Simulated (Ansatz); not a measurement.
# Worked example: self-consistent single point of W (Im-3m, 1 atom in the cell) in Ansatz

Method of the run: PBE (plane waves, PAW; Ansatz, a quantum-chemistry and plane-wave program).

The input file:

Ansatz 0.2 input:
```yaml
crystal:
  lattice:
    - [-1.572100, 1.572100, 1.572100]
    - [1.572100, -1.572100, 1.572100]
    - [1.572100, 1.572100, -1.572100]
  atoms:
    - { symbol: W, position: [0.000000, 0.000000, 0.000000] }
basis:
  ecutwfc: 420.0
kpoints:
  mp_grid: { grid: [15, 15, 15] }
hamiltonian:
  xc: pbe
  pseudopotentials: { kind: paw }
scf:
  occupations: { method: fermi_dirac, width: 0.1 }
output:
  forces: true
  eigenvalues: true
  stress: true
```

Log, with long lists cut:

```
WARN ansatz: RAYON_NUM_THREADS=1 ignored (pool sized by the plan → 1); use --threads N
Pseudopotentials: kind: paw
Pseudopotential: W, paw, valence charge 14
Crystal: 1 atoms, lattice volume = 15.542 Å³
Basis set: ecut = 420 eV, 321 PW (Γ), exchange–correlation on 40×40×40 points (8 copies of the dense FFT grid, shifted against one another)
Bands: 11, of which v1, the nominal top of the filled ones, is band 7 counted from 1 (6 counted from 0)
Symmetry: 48 space group operations
Space group: Im-3m (ITA 229), of the structure as read, at distance tolerance 2.5e-5 Å
k-points: 120 of 3375
Initial density: superposition of atomic densities (neutral atoms: chi_scale 0, normalization atom), corrected by the library's trained network
Initial wavefunctions: pseudopotential atomic-orbital guess
Eigensolver: davidson
Functional: x = pbe(κ = 0.804, μ = 0.2195149727645171), c = pbe(β = 0.06672455060314922)
SCF iter   1: F=—  HF=-10384.806076 eV  |F-HF|=—  |Δ(HF+E_count)|=         —  Δρ=1.62e-3  dr2=1.13e-4  ethr=1.77e-3  ⟨swp⟩=5.0  Hψ=6940  notcnv=0
all-band conjugate gradients solve this SCF's bands
preconditioner: auto → none
SCF iter   2: F=—  HF=-10384.805832 eV  |F-HF|=—  |Δ(HF+E_count)|=   2.44e-4  Δρ=8.58e-4  dr2=3.22e-5  ethr=8.10e-7  ⟨swp⟩=2.4  Hψ=3076  notcnv=0
SCF iter   3: F=—  HF=-10384.805863 eV  |F-HF|=—  |Δ(HF+E_count)|=   3.06e-5  Δρ=2.61e-4  dr2=8.38e-6  ethr=2.30e-7  ⟨swp⟩=2.0  Hψ=2143  notcnv=0
SCF iter   4: F=—  HF=-10384.805861 eV  |F-HF|=—  |Δ(HF+E_count)|=   2.23e-6  Δρ=1.76e-4  dr2=3.82e-6  ethr=5.98e-8  ⟨swp⟩=1.0  Hψ=1317  notcnv=0
iter 5 did not close the SCF: its close was put off for the readings that it lacked (scf_convergence_deferred on its scf_iter line)
SCF iter   5: F=-10384.805859 eV  HF=-10384.805859 eV  |F-HF|=2.37e-8  |Δ(HF+E_count)|=   1.87e-6  Δρ=1.86e-5  dr2=3.53e-8  ethr=2.73e-8  ⟨swp⟩=2.0  Hψ=1994  notcnv=0
SCF iter   6: F=-10384.805859 eV  HF=-10384.805859 eV  |F-HF|=1.16e-8  |Δ(HF+E_count)|=   4.19e-9  Δρ=1.12e-5  dr2=1.43e-8  ethr=2.52e-10  ⟨swp⟩=2.3  Hψ=4310  notcnv=0
SCF 1 converged in 6 iterations: F = -10384.805859 eV  dr2 = 1.43e-8
SCF converged after 6 iterations
Free energy (F): -10384.805859 eV
Harris-Foulkes:  -10384.805859 eV  (|F-HF|=1.16e-8)
Internal energy: -10384.790725 eV  (E = F + TS)
E sigma→0 (E₀):  -10384.798292 eV
Entropy (-TS):   -0.015134 eV (-15.134 meV/atom)
Fermi energy:    23.108375 eV
--- Per-component energies (eV) ---
  E_band       = -74.467833
  E_kinetic    = 451.435775
  E_local      = -584.764631  (includes V_loc(G=0)·N_el)
  E_nonlocal   = 0.436774
  E_hartree    = 211.497731
  E_xc         = -267.496831
  E_vxc        = -239.526091  (∫ρ·V_xc dr)
  E_paw        = -8562.555616  (= ΣΔE_a)
  E_vpaw       = -125.041766  (= ΣTr[D̂ρ^β])
  E_aug_tail   = -0.000054  (compensation charges beyond the density's cutoff)
  E_ewald      = -1633.343873
  E_smearing   = -0.015134  (= −TS)
  E_closure    = 0.000000  (closes the sum)
  Σ components = -10384.805859   (vs F -10384.805859, Δ=0.00e0)
--- Forces (eV/Å), atoms counted from 1 ---
  atom   1  W      0.00000000    -0.00000000    -0.00000000
  max |Σ_I F_I| component: 4.31e-32 eV/Å
--- Stress (GPa, compression-positive) ---
       12.412276       0.000000       0.000000
       -0.000000      12.412276      -0.000000
        0.000000       0.000000      12.412276
  P = ⅓ Tr σ = 12.4123 GPa (124.123 kbar)
  The stress holds the Pulay correction. Without it, at fixed plane waves, as pw.x and ABINIT print it: P = 12.3320 GPa
--- Band table (eV; the first three rows and the last of 120) ---
  k-point 0: bands = ["-50.9543", "-14.5225", "-14.5225", "-14.5225", "13.3933", "21.8567", "21.8567", "21.8567", "25.4269", "25.4269", "37.6889"]
  k-point 1: bands = ["-50.9479", "-14.5872", "-14.5425", "-14.5228", "13.6138", "21.7224", "21.8259", "22.0709", "25.2133", "25.4289", "37.8764"]
  k-point 2: bands = ["-50.9301", "-14.7672", "-14.5988", "-14.5238", "14.2378", "21.3643", "21.6807", "22.7035", "24.8267", "25.4499", "38.3026"]
  k-point 119: bands = ["-50.7002", "-15.4849", "-15.4736", "-15.4736", "17.1883", "17.2219", "27.9013", "27.9013", "28.3199", "31.1659", "32.1902"]
```

The run converged in 6 iterations.

The starting cell has typed, rounded lattice constants, without a prior relaxation at this level. Its lattice was rescaled by up to half a per cent. Spin-orbit coupling is off. Spin polarisation is off. With a pressure of about 12 GPa the cell is away from its equilibrium volume at this level. Ansatz's pressure includes its estimate of the finite-basis (Pulay) stress.
